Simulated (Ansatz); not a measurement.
**Carrier properties of BaTiO3 under load (space group P4mm)**

Consider the following.

```xyz
5
Lattice="3.8960 0.0000 0.0000 0.0000 3.8960 0.0000 0.0000 0.0000 4.0446" Properties=species:S:1:pos:R:3 pbc="T T T"
Ba     1.9480     1.9480     2.3543
Ti     0.0000     0.0000     0.3944
O      0.0000     1.9480     0.2549
O      1.9480     0.0000     0.2549
O      0.0000     0.0000     2.2420
```

Calculation: PBEsol with spin-orbit coupling, rigid bands (plane waves, PAW; Ansatz, a program for electronic structure). Condition of this run: biaxial strain xx = yy = -1.5 %, z clamped with spin-orbit coupling. Cell: cell and atoms relaxed with PBEsol, then loaded as said.

The band gap is 1.90 eV and the electron conductivity mass (300 K, dilute) is 0.42 (x), 0.42 (y), 10.1 (z) mₑ. The effective density of states N_c (300 K) is 3.0e19 cm⁻³ and the density-of-states mass, electrons comes out as 1.13 mₑ. The Seebeck coefficient, n-type 1e19 cm⁻³, 300 K comes out as -309 μV/K and the best n-type power factor at 300 K for τ = 10 fs (best axis; densities from 1e16 to 1e21 cm⁻³ tried, whether or not they can be reached) is 13.7 μW/(cm·K²) at 1e20 cm⁻³.

Rigid bands; masses and Seebeck coefficients take one relaxation time τ for all states and one kind of carrier; polarons and phonon drag are left out.
